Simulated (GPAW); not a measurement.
# Sensitivity of a calculation on FeCoGe (P6_3/mmc, 6 atoms in the cell) to its settings

```
CELL_PARAMETERS angstrom
      4.07043     0.00000     0.00000
     -2.03521     3.52510     0.00000
      0.00000     0.00000     5.03948
ATOMIC_POSITIONS crystal
  Fe 0.00000 0.00000 0.50000
  Fe 0.00000 0.00000 0.00000
  Co 0.66667 0.33333 0.25000
  Co 0.33333 0.66667 0.75000
  Ge 0.66667 0.33333 0.75000
  Ge 0.33333 0.66667 0.25000
```
Moments meant for the start (each program seeds them in its own way; μB, in the order of the atoms Fe Fe Co Co Ge Ge): 4.0 4.0 3.0 3.0 0.0 0.0.

Base run A: PBEsol, GPAW PAW datasets PBEsol (made by gpaw-setup) run with GPAW, self-consistent single point.

Its settings: spinpol = true; mode = pw; ecut = 800 eV; xc = PBEsol; kpts = 5 5 3; mesh shift (steps) = 0 0 0; occupations.name = methfessel-paxton; occupations.width = 0.272 eV; occupations.order = 1; nbands = -12; convergence.forces = 0.001 eV/Å; symmetry.symmorphic = false; symmetry.tolerance = 0.0005; maxiter = 150.

The starting cell comes from a database of computed structures (which also holds hypothetical and non-ambient phases and stackings), without a prior relaxation at this level. The magnetic order is the one reached from the typed start; others were not searched systematically. In the base run, with a pressure of about -7 GPa the cell is away from its equilibrium volume at this level. Without a gap this mesh is coarse (it stands for a supercell whose shortest vector is 15 Å).

ΔF is the free energy per atom less that of run A. A dash stands where there is no value to compare (another energy zero or no entropy term, no result, no spin, no clean gap, or a mesh too coarse for one). Total energies depend on the potentials, the functional and any Hubbard or dispersion term, so they are compared only between runs that share all of them.

```csv
run,change,ΔF (meV/atom),pressure (GPa),size of the net moment (μB/atom)
A,base,0.00,-6.57,0.94
B,lattice scaled by 0.985; ecut: 800 eV → 480 eV,50.0,–,0.87
C,occupations.width: 0.272 eV → 0.1 eV,-0.08,-6.34,0.95
D,ecut: 800 eV → 560 eV,18.6,-7.32,0.94
E,convergence.forces: 0.001 eV/Å → default; convergence.energy: default → 2e-06 eV/electron; convergence.density: default → 7e-05 e/electron; convergence.eigenstates: default → 2e-10,0.00,-6.58,0.94
F,occupations.width: 0.272 eV → 0.3 eV,0.09,-6.66,0.94
G,xc: PBEsol → vdW-DF-cx (libvdwxc); potentials: GPAW PAW datasets PBE (gpaw-data 1.0.1) [vdW-DF-cx],–,-1.77,0.94
H,"mode: pw → fd; ecut: 800 eV → default; h: default → 0.18 Å [PBEsol, real-space grid]",-52.0,–,0.94
I,mixer.beta: default → 0.05; mixer.weight: default → 1,0.00,-6.58,0.94
J,convergence.forces: 0.001 eV/Å → default; convergence.density: default → 0.01 e/electron; convergence.energy: default → 0.05 eV/electron; convergence.eigenstates: default → 0.0004,2.3,-10.09,0.98
```

Run J against A: The free energy rises by 2.3 meV/atom, the pressure goes from -6.57 to -10.09 GPa and the size of the net moment goes from 0.94 to 0.98 μB/atom.

Run H against A: The free energy drops by 52.0 meV/atom and the size of the net moment stays at 0.94 μB/atom.
